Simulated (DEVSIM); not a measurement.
Device: Si n+/n-/n+ resistor, at 300 K.

```csv
layer (left to right),material,thickness (μm),Nd (cm⁻³),τn (s),τp (s)
1,Si,0.180,9.7e17,4.6e-6,4.6e-6
2,Si,2.80,1e14,4.6e-6,4.6e-6
3,Si,0.630,7e17,4.6e-6,4.6e-6
```

Left contact: ohmic. Right contact: ohmic. Voltage is applied to the left contact. Recombination: SRH at mid-gap. Mobility is μmin + (μ − μmin)/(1 + (N/Nref)^α).

Constants are typed, rounded textbook-type inputs, not results; the design itself was drawn at random and stands for no fabricated device. Values at 300 K. The table also holds parameters that only a changed run uses.

| parameter | Si |
|---|---|
| gap (eV) | 1.124 |
| affinity (eV) | 4.05 |
| permittivity | 11.7 |
| Nc (cm⁻³) | 2.86e19 |
| Nv (cm⁻³) | 3.1e19 |
| μn (cm²/Vs) | 1417 |
| μp (cm²/Vs) | 470 |
| μn,min | 52 |
| μp,min | 45 |
| Nref,n | 9.7e16 |
| Nref,p | 2.2e17 |
| αn | 0.68 |
| αp | 0.72 |
| Cn (cm⁶/s) | 2.8e-31 |
| Cp (cm⁶/s) | 9.9e-32 |

DEVSIM, 1D drift-diffusion, Boltzmann statistics, complete ionisation; no tunnelling, impact ionisation, image-force lowering or self-heating.

Base results: dark forward voltage at 100 A/cm² (V) 0.553.

Question: What follows from this one change: doping Nd of layer 1 9.7e+17 → 2.9e+16 cm^-3?

Answer: dark forward voltage at 100 A/cm² 0.553 → 0.569 V.

Question: What follows from this one change: constant mobility in place of the doping-dependent one?

Answer: dark forward voltage at 100 A/cm² 0.553 → 0.548 V.
